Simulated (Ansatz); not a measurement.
Results of PBEsol (plane waves, PAW; Ansatz, a quantum-chemistry and plane-wave program) for Pd (Im-3m, No. 229, 1 atom in the cell; start mp-2646977; another form than the element's usual one).

Numerical settings: plane-wave cutoff 520 eV, 24×24×24 k mesh, Fermi–Dirac smearing 0.05 eV, scalar-relativistic PAW data made under PBE.

Cell (relaxed at this level):

```
CELL_PARAMETERS angstrom
     -1.54200     1.54200     1.54200
      1.54200    -1.54200     1.54200
      1.54200     1.54200    -1.54200
ATOMIC_POSITIONS crystal
  Pd 0.00000 0.00000 0.00000
```

Problem. Estimate the bulk modulus that the calculation returns.

Solution. 
- bulk modulus: 200 GPa

The run finds no gap.

Note: the bulk modulus is −V dP/dV from two relaxed cells at ±2 % in volume; the relaxation could not lower the start's symmetry, so the cell can be a saddle point above a distorted one.

Static lattice: no zero-point or thermal effects.

Computing time: very roughly 60 core-seconds.

A start named mp-… is a Materials Project structure, which need not be a measured phase.
